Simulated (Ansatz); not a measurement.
**NiGe (Pnma, No. 62, 8 atoms in the cell; start mp-1099)**

Calculation: r²SCAN+rVV10 (plane waves, PAW; Ansatz, a program for electronic structure).

Run with plane-wave cutoff 500 eV, 8×12×8 k mesh (along the axes of the cell as run), Fermi–Dirac smearing 0.05 eV, no spin polarisation, scalar-relativistic PAW data made under PBE.

Cell (relaxed at this level):

```cif
data_Ge4Ni4
_chemical_formula_sum 'Ni4 Ge4'
_space_group_name_H-M_alt 'Pnma'
_space_group_IT_number 62
_space_group_name_Hall '-P 2ac 2n'
_cell_length_a 5.28286
_cell_length_b 3.44563
_cell_length_c 5.77974
_cell_angle_alpha 90.000
_cell_angle_beta 90.000
_cell_angle_gamma 90.000
loop_
_atom_site_label
_atom_site_type_symbol
_atom_site_symmetry_multiplicity
_atom_site_Wyckoff_symbol
_atom_site_fract_x
_atom_site_fract_y
_atom_site_fract_z
_atom_site_occupancy
Ni1 Ni 4 c 0.00559 0.25000 0.80805 1
Ge1 Ge 4 c 0.18976 0.25000 0.41341 1
```

```json
{
 "band_gap": "zero (no gap)"
}
```

Note: the relaxation could not lower the start's symmetry, so the cell can be a saddle point above a distorted one.

Spin–orbit coupling is not included.

The computed numbers hold no vibrational or temperature effects.

The result took around 13 core-minutes (rough).

A start named mp-… is a Materials Project structure, which need not be a measured phase.
